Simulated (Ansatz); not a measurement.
## A constructed model of the (111) surface of fcc Pt, a pseudomorphic layer of Au in the other hollow (bottom of the slab: a bare face, its two planes held)

The numbers are results of PBE (plane waves to 420 eV, PAW; Ansatz, an electronic-structure program), not measurements.

Slab: 7 atoms, 13.8 Å thick at the start; k 15x15x1, smearing 0.1 eV, dipole-corrected; 2 atoms held, the rest relaxed; start symmetry kept, larger cells not searched; no spin, no spin-orbit, no U. In PBE it lies 0.03 eV a 1x1 cell over the lowest computed structure of the same composition (a pseudomorphic layer of Au in the host's stacking).

```
Quantity                                         Result
-----------------------------  ------------------------
work function of the top face                   5.35 eV
energy released by relaxation                  0.047 eV
cost                           roughly 2.9 core-minutes
```
